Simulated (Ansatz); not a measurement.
**Band edges of zincblende BeSe (F-43m) under uniaxial stress along [110]**

Cell and atoms are relaxed with PBEsol to each stress (compression positive); bands and masses by PBEsol with spin-orbit coupling, rigid bands (plane waves, PAW; Ansatz, a program for electronic structure). Strains are changes of length against the unloaded cell.

```
CELL_PARAMETERS angstrom
      0.00000     2.56432     2.56432
      2.56432     0.00000     2.56432
      2.56432     2.56432     0.00000
ATOMIC_POSITIONS crystal
  Be 0.00000 0.00000 0.00000
  Se 0.25000 0.25000 0.25000
```

```json
[
 {"stress (GPa)": "-2.00", "strain [110] (%)": "1.52", "strain [1−10] (%)": "-0.03", "strain [00−1] (%)": "-0.61", "gap (eV)": "2.233", "mean mₑ*": "0.36"},
 {"stress (GPa)": "-1.00", "strain [110] (%)": "0.74", "strain [1−10] (%)": "-0.01", "strain [00−1] (%)": "-0.29", "gap (eV)": "2.278", "mean mₑ*": "0.35"},
 {"stress (GPa)": "0", "strain [110] (%)": "0", "strain [1−10] (%)": "0", "strain [00−1] (%)": "0", "gap (eV)": "2.322", "mean mₑ*": "0.35"},
 {"stress (GPa)": "1.00", "strain [110] (%)": "-0.71", "strain [1−10] (%)": "0.02", "strain [00−1] (%)": "0.29", "gap (eV)": "2.275", "mean mₑ*": "0.35"},
 {"stress (GPa)": "2.00", "strain [110] (%)": "-1.39", "strain [1−10] (%)": "0.04", "strain [00−1] (%)": "0.55", "gap (eV)": "2.225", "mean mₑ*": "0.35"}
]
```

[110] is the direction of the load. Masses are conductivity masses at 300 K in electron masses, harmonic means over x, y and z.

### Question
From the two loads next to zero, find the Young modulus and the ratio of transverse to axial strain, taking [1−10].

### Answer
Between -1.00 and 1.00 GPa the strain along [110] changes by -1.45 % and that along [1−10] by 0.03 %. The modulus is 2.00/0.0145 = 138 GPa and the ratio of the strains 0.02 (PBEsol, atoms relaxed).

### Question
How fast does the gap move on either side of zero load?

### Answer
Under tension, (2.278 − 2.322) eV over -1.00 GPa = 44 meV/GPa, or about -5.9 eV per unit strain; under compression, (2.275 − 2.322) eV over 1.00 GPa = -47 meV/GPa, or about 6.6 eV per unit strain. The two slopes part by 91 meV/GPa; gaps are resolved to about 0.01 eV, which allows 20 meV/GPa, so they differ, even in sign: the gap has a turning point near zero load.

Masses are those of dilute carriers in rigid bands with one relaxation time, without polarons. Third decimals of gaps are kept for the arithmetic. Every relaxation keeps the zincblende phase (space group Imm2 under this load), so a transition, a distortion that breaks the symmetry or fracture can't show.
